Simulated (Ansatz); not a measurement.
Si under load (space group Imma), r2SCAN with spin-orbit coupling, rigid bands (Ansatz, an electronic-structure program). Condition of this run: uniaxial stress along [110] of 1.8 GPa (compression positive) (the target of the relaxation). Band gap 0.63 eV, N_c = 2.00e19 cm⁻³ and N_v = 7.39e18 cm⁻³ at 300 K, conductivity masses along y (a = (-0.02, 2.70, 2.73) Å; b = (2.70, -0.02, 2.73) Å; c = (2.69, 2.69, 0.00) Å) of 0.333 mₑ (electrons) and 0.264 mₑ (holes). Take k_BT = 0.02585 eV.

Task: What built-in voltage has an abrupt junction with N_A = 1e17 and N_D = 1e17 cm⁻³, all dopants ionised?

Result: V_bi = E_g/e − (k_BT/e) ln(N_c N_v/(N_A N_D)) = 0.63 − 0.02585 × 9.60 = 0.38 V, for the computed gap.

Task: What thermal injection velocity √(2k_BT/πm) limits a ballistic channel along the direction named?

Result: 9.32e6 cm/s for electrons and 1.05e7 cm/s for holes, a ratio of √(m_h/m_e) = 0.890, for dilute carriers.

Task: Find the intrinsic carrier density and the intrinsic Fermi level.

Result: n_i = √(N_c N_v) exp(−E_g/2k_BT) = 1.22e19 × exp(−12.18) = 6.2e13 cm⁻³. The level lies (k_BT/2) ln(N_v/N_c) = -13 meV from mid-gap (positive towards the conduction band). Each 0.1 eV added to the gap lowers n_i by a factor of 6.9.

Rigid bands with the computed gap; masses take one relaxation time for all states. Geometry: cell and atoms relaxed with PBEsol.
